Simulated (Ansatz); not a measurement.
# A computed series for GaP: response to strain

Consider GaP in the zinc blende structure (space group F-43m, No. 216; a = 5.451 Å). Axes: x, y, z lie along the cube axes.

Strains are applied to the cell and any free atomic positions relax.

Calculations: Ansatz (a program for electronic structure) r2SCAN, no spin-orbit coupling.

Notes on the quantities. energy relative to the base: free energy F.

```csv
case,band gap,energy relative to the base,smallest direct gap
base,1.85 eV,0 meV/atom,2.36 eV
uniaxial strain ε_zz = +0.50 %,1.83 eV,+0.2 meV/atom,2.31 eV
uniaxial strain ε_zz = +1.00 %,1.81 eV,[?],2.25 eV
uniaxial strain ε_zz = +1.50 %,1.80 eV,+2.0 meV/atom,2.20 eV
uniaxial strain ε_zz = +2.00 %,1.78 eV,+3.5 meV/atom,2.14 eV
uniaxial strain ε_zz = +2.50 %,1.76 eV,+5.5 meV/atom,2.09 eV
uniaxial strain ε_zz = +3.00 %,1.75 eV,[?],2.03 eV
```

**Question.** Some entries are withheld; estimate them.

**Answer.** 
- uniaxial strain ε_zz = +1.00 %, energy relative to the base: +0.9 meV/atom
- uniaxial strain ε_zz = +3.00 %, energy relative to the base: +7.9 meV/atom

Whether these cells are dynamically stable was not tested.
